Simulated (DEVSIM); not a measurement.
Structure: illuminated GaAs p-on-n cell, one wavelength, at 400 K.

```
layer (left to right)  material  thickness (μm)  Nd (cm⁻³)  Na (cm⁻³)   τn (s)   τp (s)  absorption coefficient (cm⁻¹)
---------------------  --------  --------------  ---------  ---------  -------  -------  -----------------------------
1                          GaAs          0.0960          -     1.1e18  1.8e-11  3.4e-11                          63000
2                          GaAs           0.600     3.6e15          -  5.9e-10  5.9e-10                          63000
```

Left contact: ohmic, minority electron recombination velocity 2e5 cm/s. Right contact: ohmic, minority hole recombination velocity 2000 cm/s. Voltage is applied to the left contact. Recombination: SRH at mid-gap, radiative, Auger. Light enters at the left, 3.9e17 photons cm⁻² s⁻¹, one pass, no reflection. Mobility is μmin + (μ − μmin)/(1 + (N/Nref)^α).

This is a model device: material constants are rounded textbook-type values typed into the input, and sizes, dopings and lifetimes were drawn at random. Values at 300 K; Nc and Nv go as T^1.5, mobilities as T to minus their exponent, the gap by Varshni's rule with the affinity fixed.

```tsv
parameter	GaAs
gap (eV)	1.424
affinity (eV)	4.07
permittivity	12.9
Nc (cm⁻³)	4.7e17
Nv (cm⁻³)	9e18
μn (cm²/Vs)	8500
μp (cm²/Vs)	400
μn,min	500
μp,min	20
Nref,n	6e16
Nref,p	1.5e17
αn	0.39
αp	0.38
T exponent of μn	2.1
T exponent of μp	2.2
B (cm³/s)	2e-10
Cn (cm⁶/s)	1e-30
Cp (cm⁶/s)	1e-30
Varshni α (eV/K)	0.000541
Varshni β (K)	204
```

DEVSIM, 1D drift-diffusion, Boltzmann statistics, complete ionisation; no tunnelling, impact ionisation, image-force lowering or self-heating.

The doping Na of layer 1 was swept, all else fixed.

```tsv
doping Na of layer 1 (cm^-3)	dark forward voltage at 100 A/cm² (V)	dark forward voltage at 1 A/cm² (V)	potential step across the device at zero bias (V)	share of generated pairs collected at short circuit
3.3e16	0.922	0.728	0.986	0.990
1.1e17	0.953	0.743	1.028	0.985
3.3e17	0.974	0.748	1.066	0.979
1.1e18	0.988	0.750	1.107	0.974
3.3e18	[?]	0.751	1.145	[?]
```

Question: Complete the blanks.

Answer: 
- 3.3e18, dark forward voltage at 100 A/cm² (V): 0.994
- 3.3e18, share of generated pairs collected at short circuit: 0.968
